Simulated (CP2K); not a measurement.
A self-consistent single point of CaMg3 (P-6m2, 4 atoms in the cell) with CP2K.

Method: LDA (Pade form), GPW, DZVP-MOLOPT-SR-GTH basis, GTH-PADE potentials (GTH_POTENTIALS) in CP2K.

```xyz
4
Lattice="3.4091 0.0000 0.0000 -1.7045 2.9523 0.0000 0.0000 0.0000 10.8807" Properties=species:S:1:pos:R:3 pbc="T T T"
Ca     0.0000     0.0000     5.4403
Mg     0.0000     0.0000     0.0000
Mg     1.7045     0.9841     8.3188
Mg     1.7045     0.9841     2.5619
```

Reference input (self-consistent single point, DFT PBEsol, GPW, DZVP-MOLOPT-SR-GTH basis, GTH-PBE potentials (GTH_POTENTIALS)): CUTOFF = 1000 Ry; REL_CUTOFF = 40 Ry; SMEAR/METHOD = GAUSSIAN; SIGMA = 0.1 eV; KPOINTS/SCHEME = MONKHORST-PACK 9 9 3; XC_FUNCTIONAL = PBE:PBESOL; Ca/BASIS_SET = DZVP-MOLOPT-SR-GTH-q10; Ca/POTENTIAL = GTH-PBE-q10; Mg/BASIS_SET = DZVP-MOLOPT-SR-GTH-q10; Mg/POTENTIAL = GTH-PBE-q10; METHOD = GPW; EPS_DEFAULT = 1e-10. This run's input differs from it in these lines:

```diff
@@ -42,6 +42,3 @@
     &XC
-      &XC_FUNCTIONAL
-        &PBE
-          PARAMETRIZATION PBESOL
-        &END PBE
+      &XC_FUNCTIONAL PADE
       &END XC_FUNCTIONAL
@@ -78,3 +75,3 @@
       BASIS_SET DZVP-MOLOPT-SR-GTH-q10
-      POTENTIAL GTH-PBE-q10
+      POTENTIAL GTH-PADE-q10
     &END KIND
@@ -82,3 +79,3 @@
       BASIS_SET DZVP-MOLOPT-SR-GTH-q10
-      POTENTIAL GTH-PBE-q10
+      POTENTIAL GTH-PADE-q10
     &END KIND
```

The program printed (abridged):

```
 SCF WAVEFUNCTION OPTIMIZATION

  Step     Update method      Time    Convergence         Total energy    Change
     1 NoMix/Diag. 0.20E+00      -     1.44321378      -226.7217868823 -2.27E+02
     2 Broy./Diag. 0.20E+00      -     0.32822537      -226.0965564901  6.25E-01
     3 Broy./Diag. 0.20E+00      -     0.03265801      -226.3650544678 -2.68E-01
     4 Broy./Diag. 0.20E+00      -     0.04518566      -226.2151084915  1.50E-01
     5 Broy./Diag. 0.20E+00      -     0.02192822      -226.1496877164  6.54E-02
     6 Broy./Diag. 0.20E+00      -     0.01108150      -226.1590029339 -9.32E-03
   [... 4 lines left out ...]
    11 Broy./Diag. 0.20E+00      -     0.00011953      -226.1778053203  4.33E-04
    12 Broy./Diag. 0.20E+00      -     0.00000042      -226.1775724958  2.33E-04
    13 Broy./Diag. 0.20E+00      -     0.00000265      -226.1775881223 -1.56E-05
    14 Broy./Diag. 0.20E+00      -     0.00000004      -226.1775946851 -6.56E-06
  *** SCF run converged in    14 steps ***

  Overlap energy of the core charge distribution:               0.00000000000000
  Self energy of the core charge distribution:               -473.51058084552170
  Core Hamiltonian energy:                                    138.41158141645766
  Hartree energy:                                             138.96114608462605
  Exchange-correlation energy:                                -30.03909582850092
  Smearing free energy correction:                             -0.00064551217955
  Fermi energy:                                                 0.16649882984823

  Total energy:                                              -226.17759468514888
  Total energy (extrapolated to sigma->0):                   -226.17727192905909

   [... lines left out ...]

 STRESS| Analytical stress tensor [bar]
 STRESS|                        x                   y                   z
 STRESS|      x       -1.82026160375E+03   1.05523546421E-01   3.05492170347E-06
 STRESS|      y        1.05523546421E-01  -1.81767579708E+03   4.71773934032E-03
 STRESS|      z        3.05492170347E-06   4.71773934032E-03  -1.90929918177E+04
 STRESS| 1/3 Trace                                            -7.57697640617E+03
```

The run converged in 14 iterations. Against the reference run the pressure goes from 0.56 to -0.76 GPa and the largest force goes from 0.472 to 0.259 eV/Å.

The starting cell comes from a database of computed structures (which also holds hypothetical and non-ambient phases and stackings), without a prior relaxation at this level. Values carry the incompleteness of an atom-centred basis.
